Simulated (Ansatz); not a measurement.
**PBE against PBEsol: Sn, Sn → Ge**

The parent structure is Sn in the diamond structure (space group Fd-3m, No. 227; a = 6.6554 Å).

(Cell as relaxed with PBE.)

Levels (all Ansatz, an electronic-structure program, PAW): PBE (420 eV, scalar-relativistic without spin-orbit coupling); PBEsol (420 eV, no spin-orbit coupling).

Each level relaxes its own structure.

```
base                      PBE    PBEsol
-------------------  --------  --------
volume per atom      36.85 Å³  34.97 Å³
lattice parameter a   6.655 Å   6.540 Å
band gap                 zero      zero
```

It is then changed as follows: full substitution Sn → Ge, then cell and atoms are relaxed.

```tsv
quantity	PBE	PBEsol
shortest interatomic distance	2.495 Å	…
band gap	zero	…
```

Task: Given the PBE results, estimate those of PBEsol.

Result: 
- shortest interatomic distance, PBEsol: 2.458 Å
- band gap, PBEsol: zero

PBE's shortest interatomic distance lies 0.037 Å above PBEsol's (1.5 %); the two agree on the band gap. Neither level is exact; PBEsol is the comparison here, not a measurement.

Whether these cells are dynamically stable was not tested. A zero or small gap of Ge can be the functional's error rather than a property of the material.
